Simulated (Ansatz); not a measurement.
The parent structure is Ti in the hcp (Mg type) structure (space group P6_3/mmc, No. 194; a = 2.8644 Å, c = 4.5373 Å; relaxed with 0.1 eV smearing). Axes: x lies along a and z along c of the hexagonal cell.

The values are results of LDA in Ansatz (plane waves to 420 eV, PAW, spin-orbit coupling left out), not measurements.

Before the change:

- Pressure: 0.0 GPa
- Volume per atom: 16.12 Å³

Perturbation: tensile biaxial strain of 2.00 % in the plane normal to [001], as in epitaxy on a mismatched substrate; the out-of-plane cell vector and the atoms relax.

Q: What does the calculation give for the pressure after the change?

A: The pressure (mean of the normal stresses, compression positive) goes from zero to -2.5 GPa.

Q: What does the calculation give for the volume per atom after the change?

A: The volume per atom rises by 0.36 Å³ to 16.48 Å³.

Whether these cells are dynamically stable was not tested. All final runs are without spin polarisation.

Ansatz is a first-principles code.
